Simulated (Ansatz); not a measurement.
# Effective masses and thermopower of YN under load (space group Fm-3m)

```
YN
1.0
    0.00000     2.35833     2.35833
    2.35833     0.00000     2.35833
    2.35833     2.35833     0.00000
Y N
1 1
Cartesian
  0.00000   0.00000   0.00000
  2.35833   2.35833   2.35833
```

Level of theory: r2SCAN, rigid bands (plane waves, PAW, scalar-relativistic; Ansatz, a quantum-chemistry and plane-wave program). Condition of this run: hydrostatic pressure of 18 GPa (compression positive) (the target of the relaxation). Geometry: cell and atoms relaxed with PBEsol, then loaded as said.

The band gap is 0.37 eV. The electron conductivity mass (300 K, dilute) is 0.171 mₑ, the hole conductivity mass (300 K, dilute) comes out as 0.47 mₑ and the effective density of states N_c (300 K) comes out as 9.6e18 cm⁻³. The effective density of states N_v (300 K) is 3.5e19 cm⁻³ and the density-of-states mass, electrons is 0.53 mₑ. The density-of-states mass, holes is 1.24 mₑ, the Seebeck coefficient, n-type 1e19 cm⁻³, 300 K comes out as -216 μV/K and the best n-type power factor at 300 K for τ = 10 fs (best axis; densities from 1e16 to 1e21 cm⁻³ tried, whether or not they can be reached) is 8.7 μW/(cm·K²) at 3e19 cm⁻³. The Seebeck coefficient, p-type 1e19 cm⁻³, 300 K is 326 μV/K.

Rigid bands; masses and Seebeck coefficients take one relaxation time τ for all states and one kind of carrier; polarons and phonon drag are left out. Spin-orbit coupling is left out; where it splits the top of the valence band, N_v and the p-type Seebeck coefficient come out somewhat high without it. Geometry: cell and atoms relaxed with PBEsol.
